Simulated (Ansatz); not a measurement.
## W: pressure 0.9 GPa

Base system: W in the bcc (W type) structure (space group Im-3m, No. 229; a = 3.1693 Å).

Perturbation: a hydrostatic pressure of 0.9 GPa.

All numbers come from Ansatz (a quantum-chemistry and plane-wave program), r2SCAN, PAW, cutoff 500 eV, without spin-orbit coupling. Γ-centred 21×21×21 mesh, Fermi–Dirac width 0.05 eV.

```tsv
quantity	base	changed	shift
volume per atom	15.92 Å³	15.87 Å³	-0.044 Å³
density	19.18 g/cm³	19.23 g/cm³	+0.05 g/cm³
lattice parameter a	3.169 Å	3.166 Å	-0.003 Å
shortest interatomic distance	2.745 Å	2.742 Å	-0.003 Å
enthalpy H = E + PV relative to the base's energy	–	+0.09 eV/atom	–
band gap	zero	zero	–
```

Final structure:

```yaml
crystal:
  lattice:
    - [-1.58317, 1.58317, 1.58317]
    - [1.58317, -1.58317, 1.58317]
    - [1.58317, 1.58317, -1.58317]
  atoms:
    - { symbol: W, position: [0.00000, 0.00000, 0.00000] }
```

Load acts through the strain it causes; cell and atoms are relaxed under it. Stability against distortions was not tested. The final runs are not spin-polarised.
